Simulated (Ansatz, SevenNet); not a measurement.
For LiNbO3 (model structure, started from the LiNbO3 type, R3c, No. 161, 10 atoms in the cell), the machine-learned potential SevenNet-l3i5 (trained on PBE and PBE+U data) gives:

lattice parameter a: 5.221 Å
lattice parameter c: 14.129 Å

**Question.** What does r²SCAN+rVV10 (Ansatz, a first-principles code, PAW) give for the same quantities?

**Answer.** 
- lattice constant a: 5.116 Å (drops by 2.0 %)
- lattice parameter c: 13.841 Å (decreases by 2.0 %)

Changes are worked out from the printed values.

Unless a cell is named, each level is at its own relaxed cell (SevenNet-l3i5 11.12, r²SCAN+rVV10 10.46 Å³/atom).

Ansatz's density-functional and Hartree–Fock values are scalar-relativistic unless marked +SOC, with PAW data made under PBE.

A model structure was made by putting elements into a prototype or built by hand; here it ended with the formula and space group of a phase in our tables.
